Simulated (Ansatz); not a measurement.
**BAs (I-4m2): band-edge transport data**

Data:

```xyz
2
Lattice="0.0000 2.4676 2.3401 2.4676 0.0000 2.3401 2.4676 2.4676 0.0000" Properties=species:S:1:pos:R:3 pbc="T T T"
B      0.0000     0.0000     0.0000
As     1.2338     1.2338     1.1701
```

Method: r2SCAN with spin-orbit coupling, rigid bands (plane waves, PAW; Ansatz, a first-principles code). Condition of this run: biaxial stress in (001) of -9.6 GPa (compression positive) (the target of the relaxation). Cell: cell and atoms relaxed with PBEsol, then loaded as said.

```
Quantity                                                                                                                                                          Result
---------------------------------------------------------------------------------------------------------------------------------------  -------------------------------
band gap                                                                                                                                                         0.60 eV
electron conductivity mass (300 K, dilute)                                                                                               0.22 (x), 0.22 (y), 1.01 (z) mₑ
hole conductivity mass (300 K, dilute)                                                                                                   0.23 (x), 0.23 (y), 0.24 (z) mₑ
effective density of states N_c (300 K)                                                                                                                      1.1e19 cm⁻³
effective density of states N_v (300 K)                                                                                                                      2.6e18 cm⁻³
density-of-states mass, electrons                                                                                                                                0.58 mₑ
density-of-states mass, holes                                                                                                                                    0.22 mₑ
Seebeck coefficient, n-type 1e19 cm⁻³, 300 K                                                                                                                   -230 μV/K
best n-type power factor at 300 K for τ = 10 fs (best axis; densities from 1e16 to 1e21 cm⁻³ tried, whether or not they can be reached)      8.0 μW/(cm·K²) at 3e19 cm⁻³
Seebeck coefficient, p-type 1e19 cm⁻³, 300 K                                                                                                                    129 μV/K
```

Rigid bands; masses and Seebeck coefficients take one relaxation time τ for all states and one kind of carrier; polarons and phonon drag are left out. Geometry: cell and atoms relaxed with PBEsol.
